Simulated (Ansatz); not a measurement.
The reference is CsPbCl$_{3}$ in the cubic perovskite structure (space group Pm-3m, No. 221).

```yaml
crystal:
  lattice:
    - [5.61875, 0.00000, 0.00000]
    - [0.00000, 5.61875, 0.00000]
    - [0.00000, 0.00000, 5.61875]
  atoms:
    - { symbol: Cs, position: [0.00000, 0.00000, 0.00000] }
    - { symbol: Pb, position: [0.50000, 0.50000, 0.50000] }
    - { symbol: Cl, position: [0.00000, 0.50000, 0.50000] }
    - { symbol: Cl, position: [0.50000, 0.50000, 0.00000] }
    - { symbol: Cl, position: [0.50000, 0.00000, 0.50000] }
```

Cartesian axes are those of the cell as printed.

Calculations: DFT with PBEsol, PAW potentials and a 420 eV plane-wave cutoff in Ansatz (an electronic-structure program), without spin-orbit coupling.

Before the change:

The valley order comes out as R along ⟨111⟩ 1.83 eV; Γ 3.24 eV and the hole mass is 0.17 mₑ (at R).

Perturbation: the cell is compressed by 2.33 % along y with no lateral relaxation, atoms relaxed at fixed cell.

Task: Estimate the effect on the valley order.

Result: The valley order (the lowest conduction-band minima on the path, energy above the VBM, named in the base's zone) changes from R along ⟨111⟩ 1.83 eV; Γ 3.24 eV to R along [111] 1.66 eV; Γ 3.10 eV.

Task: Estimate the effect on the hole mass.

Result: The hole mass changes from 0.17 mₑ (at R) to 0.15 mₑ along y, 0.17 mₑ across (at R).

Task: What does the calculation give for the stress after the change?

Result: The stress (xx, yy, zz, yz, xz, xy; compression positive) comes out as (0.20, 1.58, 0.20, 0.00, 0.00, 0.00) GPa.

With Pb present, leaving out spin-orbit coupling can change the band edges. The levels and masses belong to the bands next to the band gap. The cells carry an imposed strain or load. Effective masses come from finite differences of ±0.01 Å⁻¹. No phonon test of stability was made. Many cubic perovskites are stable only at high temperature; tilts and polar distortions were not tested. This is not the structure that CsPbCl3 has at room temperature and ambient pressure.
